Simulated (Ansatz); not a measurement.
Cubic perovskite CsHgBr3 (idealised or unconfirmed structure), treated with BLYP in Ansatz (plane waves, PAW).

Run with plane-wave cutoff 520 eV, 10×10×10 k mesh, Fermi–Dirac smearing 0.05 eV, scalar-relativistic PAW data made under PBE.

Computed at the level's own relaxed cell.

Problem. Predict the volume per atom, bulk modulus, equilibrium lattice constant a and pressure derivative B′ of the bulk modulus.

Solution. 
- volume per atom: 39.60 Å³/atom
- bulk modulus: 18.1 GPa
- equilibrium lattice constant a: 5.828 Å
- pressure derivative B′ of the bulk modulus: 5.5

The run finds no gap.

Note: the relaxation could not lower the start's symmetry, so the cell can be a saddle point above a distorted one.

Spin–orbit coupling is not included; it can open a gap where bands touch, and shift volumes and moduli.

Ansatz is a first-principles code.
